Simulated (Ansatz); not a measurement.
Consider Mg2Sn (space group Fm-3m, No. 225; relaxed with 0.1 eV smearing).

```
Mg2Sn
1.0
    0.00000     3.33192     3.33192
    3.33192     0.00000     3.33192
    3.33192     3.33192     0.00000
Mg Sn
2 1
Cartesian
  1.66596   1.66596   1.66596
  4.99788   4.99788   4.99788
  0.00000   0.00000   0.00000
```

Cartesian axes are those of the cell as printed.

Level of theory: Ansatz (a program for electronic structure) LDA, scalar-relativistic without spin-orbit coupling.

Perturbation: biaxial strain +1.25 %, plane normal [111], relaxed out of plane (Cartesian); in-plane vectors clamped, the third vector and the atoms free.

Q: What happens to the ratio −ε⊥/ε∥, in-plane stress and energy relative to the base?

A: The ratio −ε⊥/ε∥ amounts to 0.52; the mean in-plane stress (compression positive) comes out as -1.2 GPa; the energy increases by 2.4 meV/atom.

No phonon test of stability was made.
